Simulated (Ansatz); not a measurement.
By PBEsol, the system below comes out a metal.

A figure of merit of an interconnect metal is its ballistic conductance per area.

Data:

```
CELL_PARAMETERS angstrom
      2.85595     0.00000     0.00000
      0.00000     2.85595     0.00000
      1.42798    -1.42798     2.01946
ATOMIC_POSITIONS crystal
  Al 0.00000 0.00000 0.00000
```

The cell is taken as given; by PBEsol it stands under a pressure of -1.4 GPa.

The current flows along the normal of the first two printed cell vectors, the (001) plane of the conventional cell. No spin-orbit coupling; the value is a mean over 0.1 eV about the Fermi level.

Question: State the ballistic conductance per area according to PBEsol (Ansatz, a quantum-chemistry and plane-wave program).

Answer: 1.5 × 10¹⁵ S/m² for both spins.
